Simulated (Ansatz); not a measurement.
# LaBr3 (P6₃/m, No. 176)

All values below come from r²SCAN (plane waves, PAW; Ansatz, an electronic-structure program).

Numerical settings: plane-wave cutoff 500 eV, 6×6×10 k mesh (along the axes of the cell as run), Fermi–Dirac smearing 0.05 eV, scalar-relativistic PAW data made under PBE.

Cell: relaxed at this level.

```json
{
 "equilibrium_volume_per_atom": "31.85 Å³/atom",
 "lattice_constant_a": "8.075 Å",
 "lattice_parameter_c": "4.512 Å",
 "band_gap": "3.54 eV (on the SCF k mesh)"
}
```

Measured, for comparison: band gap 5.9 eV (temperature not stated, not corrected to a static lattice, literature value; as tabulated in Przystupa et al. (2023), doi:10.3390/ma16145085).

Spin–orbit coupling is not included.

Static lattice: no zero-point or thermal effects.
